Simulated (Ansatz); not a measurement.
Base system: Mo in the bcc (W type) structure (space group Im-3m, No. 229; a = 3.151 Å; relaxed with 0.1 eV smearing). Axes: x, y, z lie along the cube axes.

All numbers come from r2SCAN, PAW, 500 eV (Ansatz, a program for electronic structure; without spin-orbit coupling).

Modification: uniaxial strain ε_zz = +1.50 %, all other strain components held at zero; the atoms relax in the strained cell.

### Question
Predict the stress tensor and what it implies for the stiffness.

### Answer
Stress of the strained cell less that of the base (GPa, compression positive):
```
   -2.3     0.0     0.0
    0.0    -2.3     0.0
    0.0     0.0    -7.0
```

Then −Δσ_ii/ε with ε = 0.0150 gives secant stiffness values (nonlinear terms included at this strain): C33 ≈ 468 GPa, C13 ≈ 156 GPa and C23 ≈ 156 GPa.

As a check, the harmonic strain energy −½ V₀ Δσ:ε is 5.1 meV/atom; the computed energy rise is 5.2 meV/atom.

Whether these cells are dynamically stable was not tested. All final runs are without spin polarisation.
